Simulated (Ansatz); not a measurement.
**Band gap of NaAl11O17 (R3m, No. 160, 29 atoms in the cell; start mp-759230) at several levels of theory**

No measured value is used here.

```json
[
 {"level (code)": "LDA (Ansatz)", "value (eV)": "(withheld)"},
 {"level (code)": "PBEsol (Ansatz)", "value (eV)": "4.50 (indirect)"},
 {"level (code)": "r²SCAN (Ansatz)", "value (eV)": "5.27 (indirect)"},
 {"level (code)": "HSE06 (Ansatz)", "value (eV)": "6.29 (indirect)"}
]
```

### Question
Some entries are withheld; supply them.

### Answer

- LDA (Ansatz, a first-principles code), value (eV): 4.43 (indirect)

Computed values are for a static lattice.  Values are at the PBEsol cell. Cutoffs and k meshes differ between the levels. Ansatz's density-functional and Hartree–Fock values are scalar-relativistic unless marked +SOC, with PAW data made under PBE.

A start named mp-… is a Materials Project structure, which need not be a measured phase.
